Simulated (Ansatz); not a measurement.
Take Pt in the fcc (Cu type) structure (space group Fm-3m, No. 225; a = 3.972 Å; relaxed with 0.1 eV smearing) as the base.

The values are results of PBE, PAW, 420 eV (Ansatz, an electronic-structure program; scalar-relativistic without spin-orbit coupling), not measurements.

Base values:

The band gap is zero and the pressure is 0.0 GPa.

It is then changed as follows: every lattice vector is shortened by 3.00 %, atoms relaxed at fixed cell.

Question: Estimate the effect on the band gap, energy relative to the base and pressure.

Answer: The band gap is still zero; the energy increases by 112 meV/atom; the pressure goes from zero to 28.8 GPa.

The cells carry an imposed strain or load. Whether these cells are dynamically stable was not tested. All final runs are without spin polarisation.
